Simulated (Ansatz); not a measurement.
The parent structure is HfN in the rock salt structure (space group Fm-3m, No. 225; a = 4.5257 Å; relaxed with 0.1 eV smearing). Axes: x, y, z lie along the cube axes.

The values are results of Ansatz (a program for electronic structure) r2SCAN, spin-orbit coupling left out, not measurements.

Strains are applied to the cell and any free atomic positions relax; under biaxial strain the out-of-plane vector relaxes too.

One change was made to it. Results:

The energy grows by 34 meV/atom; the pressure (mean of the normal stresses, compression positive) goes from zero to 13.3 GPa.

Q: Which of these changes matches the shifts?
A. biaxial strain −1.50 %, plane normal [001], relaxed out of plane
B. biaxial strain −2.50 %, plane normal [001], relaxed out of plane
C. biaxial strain −1.00 %, plane normal [001], relaxed out of plane

A: B, biaxial strain −2.50 %, plane normal [001], relaxed out of plane. For comparison, the energy relative to the base in the other runs: biaxial strain −1.50 %, plane normal [001], relaxed out of plane gives +12 meV/atom; biaxial strain −1.00 %, plane normal [001], relaxed out of plane gives +5.1 meV/atom.

Whether these cells are dynamically stable was not tested. The final runs are not spin-polarised. An odd electron count without spin: HfN.
